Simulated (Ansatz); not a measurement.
The starting structures come from a database of crystals and need not be the phases stable at ambient conditions.

 Where the default PAW files enter, the runs use the earlier of Ansatz's two default sets.

The decay constant κ of evanescent states in the gap governs leakage through a thin film.

```yaml
crystal:
  lattice:
    - [5.39532, 0.00000, 0.00000]
    - [0.00000, 6.03902, 0.00000]
    - [1.50436, 0.00000, 5.75920]
  atoms:
    - { symbol: Ca, position: [0.68573, 0.57016, 0.68758] }
    - { symbol: Ca, position: [0.31427, 0.42984, 0.31242] }
    - { symbol: Ca, position: [0.31427, 0.07016, 0.81242] }
    - { symbol: Ca, position: [0.68573, 0.92984, 0.18758] }
    - { symbol: H, position: [0.86848, 0.00259, 0.70008] }
    - { symbol: H, position: [0.13152, 0.99741, 0.29992] }
    - { symbol: H, position: [0.13152, 0.50259, 0.79992] }
    - { symbol: H, position: [0.86848, 0.49741, 0.20008] }
    - { symbol: H, position: [0.77861, 0.27841, 0.92010] }
    - { symbol: H, position: [0.22139, 0.72159, 0.07990] }
    - { symbol: H, position: [0.22139, 0.77841, 0.57990] }
    - { symbol: H, position: [0.77861, 0.22159, 0.42010] }
    - { symbol: O, position: [0.92633, 0.87833, 0.77676] }
    - { symbol: O, position: [0.07367, 0.12167, 0.22324] }
    - { symbol: O, position: [0.07367, 0.37833, 0.72324] }
    - { symbol: O, position: [0.92633, 0.62167, 0.27676] }
    - { symbol: O, position: [0.59527, 0.26145, 0.99395] }
    - { symbol: O, position: [0.40473, 0.73855, 0.00605] }
    - { symbol: O, position: [0.40473, 0.76145, 0.50605] }
    - { symbol: O, position: [0.59527, 0.23855, 0.49395] }
```

Space group of this cell: P2_1/c. The cell is taken as given.

Transport runs along the normal of the first two printed cell vectors.

The gap is the functional's own. No spin-orbit coupling. Mid-gap values are interpolated on the energy grid.

Q: Estimate the band gap and the smallest decay constant κ at mid-gap that PBEsol in Ansatz (an electronic-structure program) returns for this system.

A: Gap 4.43 eV on a 6×6×6 mesh; κ = 0.365 1/Å, at the zone centre.
